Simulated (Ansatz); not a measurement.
Amorphous Si₂₄O₄₇H₂, 73 atoms at 2.07 g/cm³, one PBE-relaxed geometry, zone centre. Methods: PBE, scalar-relativistic without spin-orbit coupling (Ansatz, a program for electronic structure); r2SCAN, scalar-relativistic without spin-orbit coupling (Ansatz); PBE0, scalar-relativistic without spin-orbit coupling (Ansatz). Plane waves to 420 eV (r2SCAN 500 eV); exact exchange is cut at the cell's faces. The usual formal charges leave 4 electrons over, so the level spacing at the Fermi energy parts defect or band states and needn't be the band gap. At PBE the levels at both edges of the gap are localised (band-tail or defect states), and the nearest spread-out levels lie 5.8 eV apart at the zone centre. The higher rungs were started with moments on some atoms, which died out.

The cell was made by melting and quenching with the CHGNet potential and then relaxed with DFT. O atoms were pushed apart under 1.9 Å during the dynamics, to hinder bonds among them. The hot cell started wider than the set density and was brought back towards it in steps. It is the lowest in DFT energy of 2 quenches. It is a model cell: composition and starting density were chosen by hand, and all elements were melted together. No dispersion term was used. Its density started from a set value of 2.07 and ended at 2.07 g/cm³. The quench (nominally 200 K/ps over its main leg) was far faster than any real one, so the model tends to hold more defects than a real film. Values belong to this one cell and scatter from quench to quench. The volume was held where the preparation left it and the shape relaxed, at a PBE pressure of -1.0 GPa (tension). Stress components on the final sampling reach 1.0 GPa.

The relaxation ran on the zone centre alone. At PBE the level spacing at the Fermi energy is 2.03 eV on a 2×2×2 Γ-centred mesh, and the spacing at the zone centre alone 2.08 eV.

Q: What zone-centre spacing does r2SCAN give, roughly?

A: 2.41 eV (+0.32 eV against PBE).

Q: What zone-centre spacing does PBE0 give, roughly?

A: 3.79 eV (+1.71 eV against PBE).

The highest filled and the lowest empty state spread over these numbers of atoms (participation numbers): PBE: 3.0 and 6.0; r2SCAN: 2.8 and 5.8; PBE0: 2.7 and 5.8.
